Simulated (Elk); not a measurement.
Band structure of Sr (Fm-3m, 1 atom in the cell).

```
CELL_PARAMETERS angstrom
      0.00000     3.03361     3.03361
      3.03361     0.00000     3.03361
      3.03361     3.03361     0.00000
ATOMIC_POSITIONS crystal
  Sr 0.00000 0.00000 0.00000
```

Method of the run: PBE, all-electron FP-LAPW, Elk's shipped species files, APW+lo basis with extra local orbitals in Elk.

Settings: xctype = 20; rgkmax = 8; stype = 3; swidth = 0.00367493 Ha; ngridk = 8 8 8; gmaxvr = 14 1/bohr; nxlo = 2; lorbcnd = true; lmaxi = 3.

The starting cell comes from a database of computed structures (which also holds hypothetical and non-ambient phases and stackings), without a prior relaxation at this level. Values depend on the basis (sphere radii, cutoffs, local orbitals), which need not be converged.

Levels in eV from the Fermi level, bands 2 to 8:
| point | 2 | 3 | 4 | 5 | 6 | 7 | 8 |
|---|---|---|---|---|---|---|---|
| Γ | -18.47 | -18.47 | -18.47 | -3.59 | 2.34 | 2.34 | 2.34 |
| X | -18.64 | -18.54 | -18.54 | -0.59 | 0.38 | 1.06 | 4.81 |
| W | -18.59 | -18.59 | -18.54 | 0.11 | 0.66 | 0.66 | 2.22 |
| K | -18.61 | -18.57 | -18.52 | -0.05 | 0.26 | 0.86 | 3.40 |
| L | -18.65 | -18.49 | -18.49 | -1.08 | 0.09 | 2.19 | 2.19 |
| U | -18.61 | -18.57 | -18.52 | -0.05 | 0.26 | 0.86 | 3.40 |

Bands cross the Fermi level along this path, so the cell is metallic at this level.
